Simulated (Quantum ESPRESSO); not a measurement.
Worked example: self-consistent single point of Ti (P6_3/mmc, 4 atoms in the cell) in Quantum ESPRESSO.

Level of theory: PBE, PseudoDojo standard norm-conserving (PBE) pseudopotentials (plane waves; Quantum ESPRESSO 7.5).

The change in words: opposed starting moments (1 -1 1 -1 μB); pseudopotentials: {Ti: Ti.upf} → {Ti1: Ti.upf, Ti2: Ti.upf}; nspin: default → 2. Reference geometry:
```
CELL_PARAMETERS angstrom
      2.93726     0.00000     0.00000
     -1.46863     2.54374     0.00000
      0.00000     0.00000     9.45065
ATOMIC_POSITIONS crystal
  Ti 0.00000 0.00000 0.00000
  Ti 0.00000 0.00000 0.50000
  Ti 0.33333 0.66667 0.25000
  Ti 0.66667 0.33333 0.75000
```

Reference input (self-consistent single point, DFT, PBE, plane waves, PseudoDojo standard norm-conserving (PBE) pseudopotentials): ecutwfc = 85 Ry; occupations = smearing; smearing = marzari-vanderbilt; degauss = 0.0036749 Ry; potentials = {Ti: Ti.upf}; K_POINTS = automatic 9 9 3 0 0 0; conv_thr = 1e-11 Ry; mixing_beta = 0.4. This run's input differs from it in these lines:

```diff
@@ -13,3 +13,3 @@
     nat = 4,
-    ntyp = 1,
+    ntyp = 2,
     ecutwfc = 85,
@@ -18,2 +18,5 @@
     degauss = 0.0036749,
+    nspin = 2,
+    starting_magnetization(1) = 0.083,
+    starting_magnetization(2) = -0.083,
 /
@@ -24,8 +27,9 @@
 ATOMIC_SPECIES
-Ti    47.8670  Ti.upf
+Ti1   47.8670  Ti.upf
+Ti2   47.8670  Ti.upf
 ATOMIC_POSITIONS {crystal}
-Ti    0.000000000    0.000000000    0.000000000
-Ti    0.000000000    0.000000000    0.500000000
-Ti    0.333333333    0.666666667    0.250000000
-Ti    0.666666667    0.333333333    0.750000000
+Ti1   0.000000000    0.000000000    0.000000000
+Ti2   0.000000000    0.000000000    0.500000000
+Ti1   0.333333333    0.666666667    0.250000000
+Ti2   0.666666667    0.333333333    0.750000000
 K_POINTS {automatic}
```

The program printed (abridged):

```
     Self-consistent Calculation

     iteration #  1     ecut=    85.00 Ry     beta= 0.40

     Threshold (ethr) on eigenvalues was too large:
     Diagonalizing with lowered threshold

     total energy              =    -474.78763006 Ry
     estimated scf accuracy    <       0.18245175 Ry

     total magnetization       =    -0.00 Bohr mag/cell
     absolute magnetization    =     1.78 Bohr mag/cell

     iteration #  2     ecut=    85.00 Ry     beta= 0.40

     total energy              =    -474.81142999 Ry
     estimated scf accuracy    <       0.02634838 Ry

     total magnetization       =     0.00 Bohr mag/cell
   [... lines left out ...]

     iteration # 36     ecut=    85.00 Ry     beta= 0.40

     total energy              =    -474.82999866 Ry
     estimated scf accuracy    <          3.4E-11 Ry

     total magnetization       =    -0.00 Bohr mag/cell
     absolute magnetization    =     0.00 Bohr mag/cell

     iteration # 37     ecut=    85.00 Ry     beta= 0.40

     Magnetic moment per site  (integrated on atomic sphere of radius R)
     atom   1 (R=0.408)  charge= 10.5447  magn= -0.0000
     atom   2 (R=0.408)  charge= 10.5447  magn= -0.0000
     atom   3 (R=0.408)  charge= 10.5487  magn= -0.0000
     atom   4 (R=0.408)  charge= 10.5487  magn= -0.0000
     End of self-consistent calculation

     the Fermi energy is    13.0886 ev

!    total energy              =    -474.82999866 Ry
     estimated scf accuracy    <          4.8E-12 Ry
     smearing contrib. (-TS)   =      -0.00026742 Ry
     internal energy E=F+TS    =    -474.82973124 Ry

     total magnetization       =    -0.00 Bohr mag/cell
     absolute magnetization    =     0.00 Bohr mag/cell

     convergence has been achieved in  37 iterations

     Forces acting on atoms (cartesian axes, Ry/au):

     atom    1 type  1   force =     0.00000000    0.00000000    0.00000010
     atom    2 type  2   force =     0.00000000    0.00000000   -0.00000004
     atom    3 type  1   force =     0.00000000    0.00000000   -0.00000006
     atom    4 type  2   force =     0.00000000    0.00000000   -0.00000000

   [... lines left out ...]
     Total force =     0.000000     Total SCF correction =     0.000007
   [... lines left out ...]
     SCF correction compared to forces is large: reduce conv_thr to get better values

          total   stress  (Ry/bohr**3)                   (kbar)     P=       -9.62
  -0.00004216   0.00000000   0.00000000           -6.20        0.00        0.00
   0.00000000  -0.00004216   0.00000000            0.00       -6.20        0.00
   0.00000000   0.00000000  -0.00011180            0.00        0.00      -16.45

   JOB DONE.
```

The run converged in 37 iterations. Against the reference run the pressure stays at -0.96 GPa. The full log also holds: “c_bands:  2 eigenvalues not converged”. The full log also holds: “c_bands:  4 eigenvalues not converged”.

The starting cell was generated: these elements placed on a structure prototype, without a prior relaxation; it need not be a known phase or ordering of this composition. The starting moments vanished: the run ended non-magnetic.

Cost on one core of a shared machine: roughly 10 min.
